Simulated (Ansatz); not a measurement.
The reference is InSb in the zinc blende structure (space group F-43m, No. 216; a = 6.5573 Å). Axes: x, y, z lie along the cube axes.

Method: DFT with r2SCAN, PAW potentials and a 500 eV plane-wave cutoff in Ansatz (a program for electronic structure), scalar-relativistic without spin-orbit coupling, earlier PAW set.

For the base:

- Pressure = 0.0 GPa

Now apply this change: uniaxial strain ε_xx = −1.16 %, all other strain components held at zero; the atoms relax in the strained cell.

Problem. How does this affect the energy relative to the base?

Solution. The energy goes up by 1.0 meV/atom.

Problem. What does the calculation give for the pressure after the change?

Solution. The pressure (mean of the normal stresses, compression positive) goes from zero to 0.5 GPa.

No phonon test of stability was made. All final runs are without spin polarisation. Gaps under 0.05 eV, about the width of the smearing, are given as zero.
